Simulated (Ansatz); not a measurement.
The decay constant κ of evanescent states in the gap governs leakage through a thin film.

Input:

```
CSi
1.0
    3.13815     0.00000     0.00000
   -1.56908     2.71772     0.00000
    0.00000     0.00000    15.40004
Si C
6 6
Direct
  0.33333   0.66667   0.83299
  0.66667   0.33333   0.33299
  0.66667   0.33333   0.66650
  0.33333   0.66667   0.16650
  0.00000   0.00000   0.49973
  0.00000   0.00000   0.99973
  0.00000   0.00000   0.87437
  0.00000   0.00000   0.37437
  0.33333   0.66667   0.70800
  0.66667   0.33333   0.20800
  0.66667   0.33333   0.54152
  0.33333   0.66667   0.04152
```

The cell is strained (all lengths scaled by 1.02); by r2SCAN it stands under a pressure of -11.7 GPa.

Transport runs along the normal of the first two printed cell vectors, the (001) plane of the conventional cell.

The gap is the functional's own, uncorrected, and κ follows it; spin-orbit coupling is left out. Mid-gap means the computed energy nearest the middle.

Problem. Give the band gap and the smallest decay constant κ at mid-gap that r2SCAN (Ansatz, a first-principles code) yields.

Solution. Gap 2.39 eV on a 12×12×2 mesh; κ = 0.219 1/Å, at the zone centre.
